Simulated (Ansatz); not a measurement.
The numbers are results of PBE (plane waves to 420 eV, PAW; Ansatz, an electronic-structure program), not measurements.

Planar average of the electrostatic potential across the slab, in eV from the Fermi level, for Li on the 1x1 (111) surface of fcc Cu, one in a 2x2 cell, started at the site 'hollow Cu-Cu-Cu over Cu at depth 2.1 Å':

```
z (Å)  V (eV)
-----  ------
5.38     4.76
5.67     4.76
5.95     4.76
6.23     4.75
6.52     4.75
6.80     4.73
7.08     4.70
7.37     4.63
7.65     4.50
7.93     4.23
8.22     3.66
8.50     2.50
8.78    -0.21
9.07    -7.09
9.35   -14.40
9.63   -17.17
9.92   -14.74
10.20   -7.76
10.48   -1.28
10.77   -0.34
11.05   -4.95
11.33  -12.65
11.62  -16.97
11.90  -16.15
12.18  -10.34
12.47   -2.83
12.75   -0.06
13.03   -2.80
13.32  -10.30
13.60  -16.12
13.88  -16.95
14.17  -12.64
14.45   -4.93
14.73   -0.27
15.02   -1.06
15.30   -7.23
15.58  -14.34
15.87  -17.12
16.15  -14.70
16.43   -7.69
16.72   -0.81
17.00    1.69
17.28    1.98
17.57    1.18
17.85    0.42
18.13    0.44
18.42    1.01
18.70    1.48
18.98    1.67
19.27    1.80
19.55    1.89
19.83    1.95
20.12    1.98
20.40    2.01
20.68    2.02
20.97    2.03
21.25    2.04
21.53    2.04
21.82    2.04
22.10    2.05
22.38    2.05
```

Set-up: 17 atoms, 6.2 Å thick at the start under the adsorbate (thin: gaps and levels are the slab's own); mesh 6x6x1; 0.1 eV smearing; dipole correction on; 8 atoms held, the rest relaxed; start symmetry kept, larger cells not searched; no spin, no spin-orbit, no U, no dispersion correction. At the end it is bonded to 3 Cu. In PBE it is, or lies within 0.03 eV of, the lowest of the starts that converged.

### Question
The surface cell has an area of 22.82 Å². What dipole along the normal does the step between the two vacuum levels imply?

### Answer
the top vacuum level lies 2.71 eV below the bottom one; p = −ε₀ A ΔV (ε₀ = 0.005526 e/(V·Å)) gives 0.34 e·Å a cell.
